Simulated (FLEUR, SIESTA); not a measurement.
A SIESTA input for a self-consistent single point of TiAu (Pmma, 4 atoms in the cell) (DFT, GGA PBEsol, numerical atomic orbitals DZP, PseudoDojo PBEsol standard norm-conserving potentials (rewritten from UPF to PSML)):

```
# files in the folder: Ti.psml Au.psml (PseudoDojo PBEsol standard)
SystemName  TiAu
SystemLabel siesta

NumberOfAtoms                4
NumberOfSpecies              2
%block ChemicalSpeciesLabel
  1 22 Ti
  2 79 Au
%endblock ChemicalSpeciesLabel
LatticeConstant              1.0 Ang
%block LatticeVectors
     4.541690000    0.000000000    0.000000000
     0.000000000    2.908202000    0.000000000
     0.000000000    0.000000000    4.868845000
%endblock LatticeVectors
AtomicCoordinatesFormat      Ang
%block AtomicCoordinatesAndAtomicSpecies
     1.135422500    0.000000000    3.993377981  1
     3.406267500    0.000000000    0.875467019  1
     1.135422500    1.454101000    1.578041353  2
     3.406267500    1.454101000    3.290803647  2
%endblock AtomicCoordinatesAndAtomicSpecies

XC.functional                GGA
XC.authors                   PBEsol
PAO.BasisSize                DZP
PAO.EnergyShift              0.01 Ry
MeshCutoff                   350 Ry
%block kgrid.MonkhorstPack
    5   0   0  0.0
    0   7   0  0.0
    0   0   4  0.0
%endblock kgrid.MonkhorstPack
OccupationFunction           FD
ElectronicTemperature        0.05 eV
Spin                         polarized
%block DM.InitSpin
  1 +1.00
  2 +1.00
  3 +0.00
  4 +0.00
%endblock DM.InitSpin

MaxSCFIterations             150
SCF.Mixer.Method             Pulay
SCF.Mixer.Weight             0.1
SCF.Mixer.History            8
SCF.DM.Tolerance             1.0E-04
Diag.ParallelOverK           true
WriteForces                  true
Charge.Mulliken              end
```

Problem. Give the FLEUR input for the same structure, mesh, smearing and functional.

Solution. One input that does it (others would too):

Input of the input generator:

```
TiAu FLAPW
&input film=f /
8.5825502430 0.0000000000 0.0000000000
0.0000000000 5.4957052951 0.0000000000
0.0000000000 0.0000000000 9.2007835933
1.0
1.0 1.0 1.0

4
22 0.2500000000 0.0000000000 0.8201900000 : 1.00
22 0.7500000000 0.0000000000 0.1798100000 : 1.00
79 0.2500000000 0.5000000000 0.3241100000 : 0.00
79 0.7500000000 0.5000000000 0.6758900000 : 0.00

&comp jspins=2 /
&exco xctyp='PBEs' /
&kpt div1=5 div2=7 div3=4 gamma=t /
&end /
```

```xml
<?xml version="1.0" encoding="UTF-8" standalone="no"?>
<fleurInput fleurInputVersion="0.39">
   <comment>
      TiAu FLAPW                                                                                          
   </comment>
   <calculationSetup>
      <cutoffs Kmax="4.1" Gmax="14.3" GmaxXC="14.3" numbands="0"/>
      <scfLoop itmax="100" minDistance="0.00001" maxIterBroyd="25" imix="Anderson" alpha="0.05" precondParam="0.0" spinf="2.0"/>
      <coreElectrons ctail="T" frcor="F" kcrel="0" coretail_lmax="0"/>
      <xcFunctional name="PBEs" relativisticCorrections="F"/>
      <magnetism jspins="2"/>
      <soc l_soc="F" theta="0.0" phi="0.0" spav="F"/>
      <expertModes spex="0" secvar="F"/>
      <geometryOptimization l_f="T" forcealpha="1.0" forcemix="BFGS" epsdisp="0.00001" epsforce="0.00001"/>
      <ldaU l_linMix="F" mixParam="0.05" spinf="1.0"/>
   </calculationSetup>
   <cell>
      <bzIntegration valenceElectrons="58.0" mode="hist" fermiSmearingEnergy="0.00183747">
         <kPointListSelection listName="default-1"/>
         <!-- k-points included here -->
         <xi:include xmlns:xi="http://www.w3.org/2001/XInclude" href="kpts.xml"> </xi:include>
      </bzIntegration>
      <!-- symmetry operations included here -->
      <xi:include xmlns:xi="http://www.w3.org/2001/XInclude" href="sym.xml"> </xi:include>
      <bulkLattice scale="1.0">
         <bravaisMatrix>
            <row-1>    8.5825502430000000     0.0000000000000000     0.0000000000000000</row-1>
            <row-2>    0.0000000000000000     5.4957052950999996     0.0000000000000000</row-2>
            <row-3>    0.0000000000000000     0.0000000000000000     9.2007835933000006</row-3>
         </bravaisMatrix>
      </bulkLattice>
   </cell>
   <atomSpecies>
      <species name="Titanium (1.000" element="Ti" atomicNumber="22">
         <mtSphere radius="2.41" gridPoints="849" logIncrement="0.014"/>
         <atomicCutoffs lmax="10" lnonsphr="8"/>
         <electronConfig flipSpins="F">
            <coreConfig>(1s1/2) (2s1/2) (2p1/2) (2p3/2)</coreConfig>
            <valenceConfig>(3s1/2) (3p1/2) (3p3/2) (4s1/2) (3d3/2) (3d5/2)</valenceConfig>
            <stateOccupation state="(3d3/2)" spinUp="0.4" spinDown="0.4"/>
            <stateOccupation state="(3d5/2)" spinUp="1.1" spinDown="0.1"/>
         </electronConfig>
         <energyParameters s="4" p="4" d="3" f="4"/>
         <lo type="SCLO" l="0" n="3" eDeriv="0"/>
         <lo type="SCLO" l="1" n="3" eDeriv="0"/>
      </species>
      <species name="Gold (Au)" element="Au" atomicNumber="79">
         <mtSphere radius="2.41" gridPoints="849" logIncrement="0.016"/>
         <atomicCutoffs lmax="10" lnonsphr="8"/>
         <electronConfig flipSpins="F">
            <coreConfig>(1s1/2) (2s1/2) (2p1/2) (2p3/2) (3s1/2) (3p1/2) (3p3/2) (4s1/2) (3d3/2) (3d5/2) (4p1/2) (4p3/2) (5s1/2) (4d3/2) (4d5/2) (4f5/2) (4f7/2)</coreConfig>
            <valenceConfig>(5p1/2) (5p3/2) (6s1/2) (5d3/2) (5d5/2)</valenceConfig>
            <stateOccupation state="(6s1/2)" spinUp="0.5" spinDown="0.5"/>
         </electronConfig>
         <energyParameters s="6" p="6" d="5" f="5"/>
         <lo type="SCLO" l="1" n="5" eDeriv="0"/>
      </species>
   </atomSpecies>
   <atomGroups>
      <atomGroup species="Titanium (1.000">
         <relPos label="                   1">1.000/4.000 .0000000000 -.1798100000</relPos>
         <relPos label="                   2">-1.000/4.000 .0000000000 .1798100000</relPos>
         <force calculate="T" relaxXYZ="TTT"/>
      </atomGroup>
      <atomGroup species="Gold (Au)">
         <relPos label="                   3">1.000/4.000 1.000/2.000 .3241100000</relPos>
         <relPos label="                   4">-1.000/4.000 1.000/2.000 -.3241100000</relPos>
         <force calculate="T" relaxXYZ="TTT"/>
      </atomGroup>
   </atomGroups>
   <output dos="F" band="F" slice="F">
      <checks vchk="F" cdinf="F"/>
      <bandDOS minEnergy="-.5*Htr" maxEnergy="0.5*Htr" sigma="0.015" storeEVData="T"/>
      <vacuumDOS vacdos="F" integ="F" star="F" nstars="0" locx1="0.0" locy1="0.0" locx2="0.0" locy2="0.0" nstm="0" tworkf="0.0"/>
      <unfoldingBand unfoldBand="F" supercellX="1" supercellY="1" supercellZ="1"/>
      <plotting iplot="0" polar="F">
         <plot TwoD="T" vec1="  1.0  0.0  0.0" vec2="  0.0  1.0  0.0" vec3="  0.0  0.0  1.0" zero="  0.0  0.0  0.0" file="plot"/>
      </plotting>
      <chargeDensitySlicing numkpt="0" minEigenval="0.0" maxEigenval="0.0" nnne="0" pallst="F"/>
      <specialOutput eonly="F"/>
      <magneticCircularDichroism mcd="F" energyLo="-10.0" energyUp="0.0"/>
   </output>
  <!-- We include the file relax.xml here to enable relaxations (see documentation) -->
  <xi:include xmlns:xi="http://www.w3.org/2001/XInclude" href="relax.xml"> <xi:fallback/> </xi:include>
</fleurInput>
```

Basis settings and potentials, where a program has them, do not carry over. This input uses DFT, PBEsol, all-electron FLAPW (FLEUR), scalar-relativistic valence.

The starting cell comes from a database of computed structures (which also holds hypothetical and non-ambient phases and stackings), without a prior relaxation at this level. Its lattice was rescaled by a random factor within 2.5 % of one.
